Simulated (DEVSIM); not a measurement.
System: illuminated GaAs p-on-n cell, one wavelength, at 400 K.

Layer 1 from the left is GaAs, thickness (μm) 0.240, Na (cm⁻³) 1.6e18, τn (s) 5.9e-8, τp (s) 7.2e-9, absorption coefficient (cm⁻¹) 19000. Layer 2 from the left is GaAs, thickness (μm) 1.40, Nd (cm⁻³) 4e16, τn (s) 6.5e-8, τp (s) 6.5e-8, absorption coefficient (cm⁻¹) 19000.

Left contact: ohmic, minority electron recombination velocity 2e5 cm/s. Right contact: ohmic, minority hole recombination velocity 3e5 cm/s. Voltage is applied to the left contact. Recombination: SRH at mid-gap, radiative, Auger. Light enters at the left, 7.3e17 photons cm⁻² s⁻¹, one pass, no reflection. Mobility is constant in doping.

The device is made up for the run: typed textbook-type constants, with dimensions and the other settings drawn at random. Values at 300 K; Nc and Nv go as T^1.5, mobilities as T to minus their exponent, the gap by Varshni's rule with the affinity fixed.

GaAs: gap (eV) 1.424, affinity (eV) 4.07, permittivity 12.9, Nc (cm⁻³) 4.7e17, Nv (cm⁻³) 9e18, μn (cm²/Vs) 8500, μp (cm²/Vs) 400, T exponent of μn 2.1, T exponent of μp 2.2, B (cm³/s) 2e-10, Cn (cm⁶/s) 1e-30, Cp (cm⁶/s) 1e-30, Varshni α (eV/K) 0.000541, Varshni β (K) 204.

Model (solved in DEVSIM): 1D drift-diffusion, Boltzmann statistics, complete ionisation; no tunnelling, impact ionisation, image-force lowering or self-heating.

**Question.** What does the simulation give for the potential step across the device at zero bias, the fill factor, the dark forward voltage at 100 A/cm²?

**Answer.** potential step across the device at zero bias 1.203 V; fill factor 0.81; dark forward voltage at 100 A/cm² 1.039 V.
